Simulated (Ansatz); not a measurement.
A calculation on cubic perovskite CsHgBr3 (idealised or unconfirmed structure) returned lattice constant a 5.526 Å, bulk modulus 29.0 GPa.

Question: Which level of theory produced these numbers?
A) LDA (Ansatz (an electronic-structure program))
B) PBE0 (Ansatz)
C) r²SCAN (Ansatz)
D) PBEsol+SOC (Ansatz)

Answer: D, PBEsol+SOC (Ansatz)

The others give: r²SCAN 5.600 Å, 28.0 GPa; LDA 5.442 Å, 34.8 GPa; PBE0 5.612 Å, 26.8 GPa.

Unless a cell is named, each level is at its own relaxed cell (LDA 32.23, PBE0 35.35, PBEsol+SOC 33.76, r²SCAN 35.13 Å³/atom).

Caveats: the relaxation could not lower the start's symmetry, so the cell can be a saddle point above a distorted one (r²SCAN, LDA, PBE0, PBEsol+SOC). Ansatz's density-functional and Hartree–Fock values are scalar-relativistic unless marked +SOC, with PAW data made under PBE.
